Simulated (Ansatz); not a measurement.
Results of PBEsol in Ansatz (plane waves, PAW) for AlB2-type TiB2.

Numerical settings: plane-wave cutoff 560 eV, 18×18×12 k mesh (along the axes of the cell as run), Fermi–Dirac smearing 0.1 eV, perturbation theory, no spin polarisation, scalar-relativistic PAW data made under PBE.

The cell has the measured lattice parameters. Conventional cell: a = 3.0236 Å, b = 3.0236 Å, c = 3.2204 Å, α = 90.00°, β = 90.00°, γ = 120.00°.

```cif
data_B2Ti
_chemical_formula_sum 'Ti1 B2'
_space_group_name_H-M_alt 'P 1'
_space_group_IT_number 1
_cell_length_a 3.02360
_cell_length_b 3.02360
_cell_length_c 3.22040
_cell_angle_alpha 90.000
_cell_angle_beta 90.000
_cell_angle_gamma 120.000
loop_
_space_group_symop_operation_xyz
  'x, y, z'
loop_
_atom_site_label
_atom_site_type_symbol
_atom_site_fract_x
_atom_site_fract_y
_atom_site_fract_z
_atom_site_occupancy
Ti1 Ti 0.00000 0.00000 0.00000 1
B1 B 0.66667 0.33333 0.50000 1
B2 B 0.33333 0.66667 0.50000 1
```

Harmonic phonon frequencies (cm⁻¹; i marks an imaginary mode):

```csv
q point,frequencies
Γ,0 0 0 511 513 513 553 898 898
M,301 319 362 516 517 548 790 834 865
K,337 337 340 537 537 640 754 754 911
```

No imaginary mode appears at these points.

Note: the cell isn't this level's own, so it is under some stress, which shifts stiffness and frequencies.

Ansatz is a program for electronic structure.
